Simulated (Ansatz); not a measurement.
An Ansatz (a program for electronic structure) input (r2SCAN (Ansatz, PAW, no SOC)):

Ansatz 0.2 input:
```yaml
crystal:
  lattice:
    - [3.8061018947, 0, 0]
    - [-1.9030509473, 3.2961809302, 0]
    - [0, 0, 6.244743367]
  atoms:
    - { symbol: Zn, position: [0.6666666667, 0.3333333333, 0.9997479229] }
    - { symbol: Zn, position: [0.3333333333, 0.6666666667, 0.4997479229] }
    - { symbol: S, position: [0.6666666667, 0.3333333333, 0.6254520771] }
    - { symbol: S, position: [0.3333333333, 0.6666666667, 0.1254520771] }
basis: { ecutwfc: 500, ecutrho_ratio: 4, xc_grid: 4, fft_grid_basis: typed }
kpoints: { mp_grid: { grid: [10, 10, 6] } }
hamiltonian:
  xc: r2scan
  dispersion: none
  pseudopotentials: { kind: paw }
scf: { occupations: { method: fermi_dirac, width: 0.05 }, convergence: { dr2_threshold: 0.0000000004 } }
output: { forces: true, stress: true }
```

Task: Which symmetry and how many k-points will the program report, and about how many plane waves at Γ?

Result: Space group P63mc (ITA 186) with 12 operations, k-points 56 of 600, and 1973 plane waves at Γ.

Whether these cells are dynamically stable was not tested. The cell is ZnS in the wurtzite structure (space group P6_3mc, No. 186).
